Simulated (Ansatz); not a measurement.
Band structure of ScZn₃ (P6_3/mmc, 8 atoms in the cell).

```yaml
crystal:
  lattice:
    - [5.80685, 0.00000, 0.00000]
    - [-2.90342, 5.02888, 0.00000]
    - [0.00000, 0.00000, 4.28978]
  atoms:
    - { symbol: Sc, position: [0.33333, 0.66667, 0.75000] }
    - { symbol: Sc, position: [0.66667, 0.33333, 0.25000] }
    - { symbol: Zn, position: [0.84266, 0.68533, 0.75000] }
    - { symbol: Zn, position: [0.15734, 0.31467, 0.25000] }
    - { symbol: Zn, position: [0.15734, 0.84266, 0.25000] }
    - { symbol: Zn, position: [0.84266, 0.15734, 0.75000] }
    - { symbol: Zn, position: [0.31467, 0.15734, 0.75000] }
    - { symbol: Zn, position: [0.68533, 0.84266, 0.25000] }
```

Computed with LDA (PW92), PAW files made with PBE (plane waves; Ansatz, a program for electronic structure).

Settings: kpoints.mp_grid.grid = 5 5 5; hamiltonian.xc = lda; hamiltonian.pseudopotentials = {kind: paw} (the program's default PAW files); scf.occupations.method = fermi_dirac; scf.occupations.width = 0.05 eV; kpoints.band_path.npoints = 8.

The starting cell comes from a database of computed structures (which also holds hypothetical and non-ambient phases and stackings), without a prior relaxation at this level. Its lattice was rescaled by a random factor within 2.5 % of one.

Levels in eV from the Fermi level, bands 43 to 50:
```csv
point,43,44,45,46,47,48,49,50
Γ,-2.67,-2.41,-2.41,-1.09,1.14,1.14,1.21,1.21
M,-1.20,-0.48,-0.29,-0.22,0.13,0.23,0.75,1.29
K,-1.83,-1.23,-0.82,0.40,0.40,0.45,0.45,1.25
A,-2.15,-2.15,-1.07,-1.07,-0.98,-0.98,-0.98,-0.98
L,-2.80,-2.80,-1.82,-1.82,0.22,0.22,1.55,1.55
H,-4.23,-4.23,-0.40,-0.40,-0.09,-0.09,1.36,1.36
```

Bands cross the Fermi level along this path, so the cell is metallic at this level.

Keys are those of Ansatz 0.2.
